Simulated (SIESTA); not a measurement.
Short convergence ladders for In (I4/mmm, 1 atom in the cell)

```
CELL_PARAMETERS angstrom
     -1.62987     1.62987     2.48243
      1.62987    -1.62987     2.48243
      1.62987     1.62987    -2.48243
ATOMIC_POSITIONS crystal
  In 0.00000 0.00000 0.00000
```

Base method: GGA PBE, numerical atomic orbitals DZP, PseudoDojo PBE standard norm-conserving potentials (rewritten from UPF to PSML) (SIESTA 5.4.2).

Base settings: XC.functional = GGA; XC.authors = PBE; potentials = PseudoDojo PBE standard; PAO.BasisSize = DZP; PAO.EnergyShift = 0.005 Ry; MeshCutoff = 300 Ry; kgrid.MonkhorstPack = 10 10 10; OccupationFunction = FD; ElectronicTemperature = 1160.45 K; MaxSCFIterations = 150.

Core times come from one kind of shared machine, to one figure; runs under 30 s give none.

**Shifted k-point meshes**

Only quantities that move along the ladder and can be compared are tabulated.

| kgrid.MonkhorstPack | free energy less the last step's (meV/atom) | pressure (GPa) |
|---|---|---|
| 2 2 2 shifted by 0.5 0.5 0.5 | 1367.43 | 9.51 |
| 4 4 4 shifted by 0.5 0.5 0.5 | -26.83 | 1.68 |
| 6 6 6 shifted by 0.5 0.5 0.5 | 15.92 | 1.92 |
| 8 8 8 shifted by 0.5 0.5 0.5 | 11.50 | 2.27 |
| 10 10 10 shifted by 0.5 0.5 0.5 | 5.50 | 2.15 |
| 20 20 20 shifted by 0.5 0.5 0.5 | 0.00 | 2.09 |

Coarsest kgrid.MonkhorstPack that holds the pressure within 1 GPa of the last step, with all finer ones: 4 4 4 shifted by 0.5 0.5 0.5; the step before is off by 7.4 GPa.

Coarsest kgrid.MonkhorstPack that holds the free energy within 5 meV/atom: not settled: the last two steps still differ by 5.5 meV/atom, over half the tolerance, so the ladder does not show it.

**The k-point mesh at a smearing width of 0.3 eV**

In this ladder: ElectronicTemperature = 3481.36 K.

Only quantities that move along the ladder and can be compared are tabulated.

```tsv
kgrid.MonkhorstPack	free energy less the last step's (meV/atom)	pressure (GPa)	core time / last (rough)
5 5 5	12.94	2.90	–
7 7 7	2.23	2.20	–
11 11 11	-0.07	2.42	0.3
15 15 15	-0.02	2.42	0.4
19 19 19	0.00	2.42	1
```

Coarsest kgrid.MonkhorstPack that holds the pressure within 0.2 GPa of the last step, with all finer ones: 11 11 11, at about 0.3 of the last step's time; the step before is off by 0.22 GPa.

Coarsest kgrid.MonkhorstPack that holds the free energy within 5 meV/atom of the last step, with all finer ones: 7 7 7; the step before is off by 13 meV/atom.

On the base run: the starting cell has typed, rounded lattice constants, without a prior relaxation at this level. Its lattice was rescaled by up to half a per cent. Values carry the incompleteness of an atom-centred basis.
